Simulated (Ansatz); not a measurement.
Given:

```
ZnO
1.0
    3.26509     0.00000     0.00000
   -1.63254     2.82765     0.00000
    0.00000     0.00000     5.27212
Zn O
2 2
Direct
  0.33333   0.66667   0.99804
  0.66667   0.33333   0.49804
  0.33333   0.66667   0.37696
  0.66667   0.33333   0.87696
```

Level of theory: r2SCAN with spin-orbit coupling, rigid bands (plane waves, PAW; Ansatz, a program for electronic structure). Condition of this run: hydrostatic pressure of -4.4 GPa (compression positive) (the target of the relaxation). Cell: cell and atoms relaxed with PBEsol, then loaded as said.

Problem. What conductivity effective mass do dilute holes have at 300 K?

Solution. 1.88 (x), 1.88 (y), 2.8 (z) mₑ.

Problem. What conductivity effective mass do dilute electrons have at 300 K?

Solution. 0.200 mₑ.

Problem. And the band gap?

Solution. 1.17 eV at this level; semilocal functionals usually fall short of the measured gap.

Rigid bands, one relaxation time for all states, no polarons. Geometry: cell and atoms relaxed with PBEsol.
